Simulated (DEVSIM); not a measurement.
Structure: abrupt Si n-p junction, at 300 K.

Layer 1 from the left is Si, thickness (μm) 0.110, Nd (cm⁻³) 2.3e16, τn (s) 0.00016, τp (s) 0.00016. Layer 2 from the left is Si, thickness (μm) 1.50, Na (cm⁻³) 1.7e17, τn (s) 0.00016, τp (s) 0.00016.

Left contact: ohmic. Right contact: ohmic. Voltage is applied to the left contact. Recombination: SRH at mid-gap, Auger. Mobility is μmin + (μ − μmin)/(1 + (N/Nref)^α).

Constants are typed, rounded textbook-type inputs, not results; the design itself was drawn at random and stands for no fabricated device. Values at 300 K.

Si: gap (eV) 1.124, affinity (eV) 4.05, permittivity 11.7, Nc (cm⁻³) 2.86e19, Nv (cm⁻³) 3.1e19, μn (cm²/Vs) 1417, μp (cm²/Vs) 470, μn,min 52, μp,min 45, Nref,n 9.7e16, Nref,p 2.2e17, αn 0.68, αp 0.72, Cn (cm⁶/s) 2.8e-31, Cp (cm⁶/s) 9.9e-32.

Model (solved in DEVSIM): 1D drift-diffusion, Boltzmann statistics, complete ionisation; no tunnelling, impact ionisation, image-force lowering or self-heating.

### Question
What does the simulation give for the potential step across the device at zero bias, the largest field in the device at zero bias?

### Answer
potential step across the device at zero bias 0.805 V; largest field in the device at zero bias 79000 V/cm.
